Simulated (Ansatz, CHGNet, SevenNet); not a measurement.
How the c axis length of TaAs (model structure, started from the NbAs type, I4₁md, No. 109, 4 atoms in the cell) moves with the method

No measured value is used here.

```csv
level (code),value (Å)
CHGNet-r²SCAN,12.220
SevenNet-0,11.633
SevenNet-l3i5,11.738
LDA (Ansatz),11.509
PBE (Ansatz),11.734
PBEsol (Ansatz),11.583
r²SCAN (Ansatz),11.712
```

Density-functional levels without +SOC have no spin–orbit coupling. Cutoffs differ between the levels. Ansatz's density-functional and Hartree–Fock values are scalar-relativistic unless marked +SOC, with PAW data made under PBE.

Machine-learned potentials (CHGNet-r²SCAN, SevenNet-0, SevenNet-l3i5) are trained on DFT data: a solid inside that data is no test of them.

A model structure was made by putting elements into a prototype or built by hand; it is no filed structure, need not be a known phase, and can be a saddle point held by its symmetry.

Ansatz is an electronic-structure program.
